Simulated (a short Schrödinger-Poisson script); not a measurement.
Stack: MOS inversion layer, Al2O3 on p-type Si(100), at 300 K.

| layer | material | thickness (nm) | Na (cm⁻³) |
|---|---|---|---|
| 1 | Al2O3 | 2.5 | - |
| 2 | Si | 560 | 5.9e17 |

Constants are typed, rounded textbook-type inputs, not results; the design itself was drawn at random and stands for no fabricated device. Al2O3: permittivity 9, conduction-band edge (eV) 2.7, gap (eV) 6.8, electron mass (mₑ) 0.3. Si: permittivity 11.7, conduction-band edge (eV) 0, gap (eV) 1.124, Nv at 300 K (cm⁻³) 3.1e19.

Channel valleys (confinement mass, in-plane density-of-states mass, number): Δ2 0.916, 0.19, 2; Δ4 0.19, 0.417, 4. At the gate the conduction-band edge of layer 1 lies 3.32 eV − eVg above the Fermi level of the channel; the field vanishes at the back. Gaps are held at their typed values at every temperature. Mesh 0.03 nm at interfaces.

From a short Schrödinger-Poisson script (our own, NumPy): 1D Poisson equation in equilibrium, electrons quantum, Hartree (BenDaniel-Duke, 12 states a valley, the channel's in-plane mass for all, wave functions free to enter the dielectric), parabolic valleys, classical holes, full ionisation, no traps, pinning or gate leakage.

The same stack at other levels of the model or other numerical settings:

| run | sheet density of all electrons at Vg = 1.45 V (cm⁻²) | sheet density of all electrons at Vg = 0.85 V (cm⁻²) | capacitance at Vg = 1.45 V (μF/cm²) | centroid of the channel electrons at Vg = 1.45 V (nm) | rough cost against the base |
|---|---|---|---|---|---|
| base | 8.72e12 | 7.18e11 | 2.38 | 1.34 | about 1 |
| electrons treated as classical, Boltzmann | 1.20e13 | 1.67e12 | 2.96 | 0.34 | 0.03 |
| electrons treated as classical, Fermi-Dirac | 1.11e13 | 1.60e12 | 2.69 | 0.53 | 0.2 |
| mesh six times as coarse | 8.70e12 | 7.14e11 | 2.37 | 1.34 | 0.3 |
| one subband a valley | 8.71e12 | 7.06e11 | 2.38 | 1.32 | 0.4 |

The classical rows ignore confinement, and Boltzmann statistics overrate the density once the band edge passes the Fermi level.
